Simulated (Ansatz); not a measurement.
Start from InHO$_{2}$ (space group Pnnm, No. 58; a = 4.521 Å, b = 5.282 Å, c = 3.287 Å; a cell from a computed database, its experimental status unchecked). Axes: x, y, z lie along a, b, c of the conventional cell.

Modification: compressive biaxial strain of 3.23 % in the plane normal to [001], as in epitaxy on a mismatched substrate; the out-of-plane cell vector and the atoms relax.

Levels (all Ansatz, a program for electronic structure, PAW): PBEsol (420 eV, no spin-orbit coupling); r2SCAN (500 eV, spin-orbit coupling left out); HSE06 (420 eV, no spin-orbit coupling).

At the geometry relaxed with PBEsol, these levels gave the following band gaps, in shuffled order: (a) 2.13 eV, (b) 3.82 eV, (c) 2.81 eV.

**Question.** Match each gap to its level.

**Answer.** (a) PBEsol; (b) HSE06; (c) r2SCAN.

Single points use the geometry relaxed with PBEsol. HSE06 gaps are upper bounds (no full band path). Stability against distortions was not tested.
